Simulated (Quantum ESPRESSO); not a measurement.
Worked example: self-consistent single point of LiCl (Fm-3m, 2 atoms in the cell) in Quantum ESPRESSO.

Method of the run: PBE, GBRV 1.5 ultrasoft (PBE) pseudopotentials (plane waves; Quantum ESPRESSO 7.5).

The change in words: lattice scaled by 0.98. Reference geometry:
```
LiCl
1.0
   -2.57000     0.00000     2.57000
    0.00000     2.57000     2.57000
   -2.57000     2.57000     0.00000
Li Cl
1 1
Direct
  0.00000   0.00000   0.00000
  0.50000   0.50000   0.50000
```

Reference input (self-consistent single point, DFT, PBE, plane waves, GBRV 1.5 ultrasoft (PBE) pseudopotentials): ecutwfc = 40 Ry; ecutrho = 200 Ry; occupations = smearing; smearing = fermi-dirac; degauss = 0.000734986 Ry; potentials = {Li: li_pbe_v1.4.uspp.F.UPF, Cl: cl_pbe_v1.4.uspp.F.UPF}; K_POINTS = automatic 8 8 8 0 0 0; conv_thr = 1e-09 Ry. This run's input differs from it in these lines:

```diff
@@ -11,3 +11,3 @@
  ibrav = 2
- celldm(1) = 9.713192281
+ celldm(1) = 9.518928435
  nat = 2
```

Output, abridged:

```
     Self-consistent Calculation

     iteration #  1     ecut=    40.00 Ry     beta= 0.70

---- Real-time Memory Report at c_bands before calling an iterative solver
            76 MiB given to the printing process from OS
            17 MiB allocation reported by mallinfo(arena+hblkhd)
------------------

     Threshold (ethr) on eigenvalues was too large:
     Diagonalizing with lowered threshold

---- Real-time Memory Report at c_bands before calling an iterative solver
            82 MiB given to the printing process from OS
            46 MiB allocation reported by mallinfo(arena+hblkhd)
------------------

   [... lines left out ...]
            85 MiB given to the printing process from OS
            49 MiB allocation reported by mallinfo(arena+hblkhd)
------------------

     negative rho (up, down):  1.397E-02 0.000E+00

     total energy              =     -48.03034166 Ry
     estimated scf accuracy    <          2.0E-09 Ry

     iteration #  7     ecut=    40.00 Ry     beta= 0.70

---- Real-time Memory Report at c_bands before calling an iterative solver
            85 MiB given to the printing process from OS
            49 MiB allocation reported by mallinfo(arena+hblkhd)
------------------

     negative rho (up, down):  1.397E-02 0.000E+00
     End of self-consistent calculation

     the Fermi energy is     5.9018 ev

!    total energy              =     -48.03034167 Ry
     estimated scf accuracy    <          4.6E-11 Ry
     smearing contrib. (-TS)   =       0.00000000 Ry
     internal energy E=F+TS    =     -48.03034167 Ry

     convergence has been achieved in   7 iterations

     negative rho (up, down):  1.397E-02 0.000E+00

     Forces acting on atoms (cartesian axes, Ry/au):

     atom    1 type  1   force =     0.00000000   -0.00000000    0.00000000
     atom    2 type  2   force =     0.00000000    0.00000000    0.00000000

     Total force =     0.000000     Total SCF correction =     0.000000

     negative rho (up, down):  1.397E-02 0.000E+00
          total   stress  (Ry/bohr**3)                   (kbar)     P=       24.19
   0.00016447  -0.00000000  -0.00000000           24.19       -0.00       -0.00
  -0.00000000   0.00016447   0.00000000           -0.00       24.19        0.00
  -0.00000000   0.00000000   0.00016447           -0.00        0.00       24.19

   JOB DONE.
```

The run converged in 7 iterations. Against the reference run the free energy goes up by 7.7 meV/atom, the pressure goes from 0.17 to 2.42 GPa and the gap on the mesh goes from 6.293 to 6.653 eV.

The starting cell has typed, rounded lattice constants, without a prior relaxation at this level. For this run, on top of that: lattice scaled by 0.98.
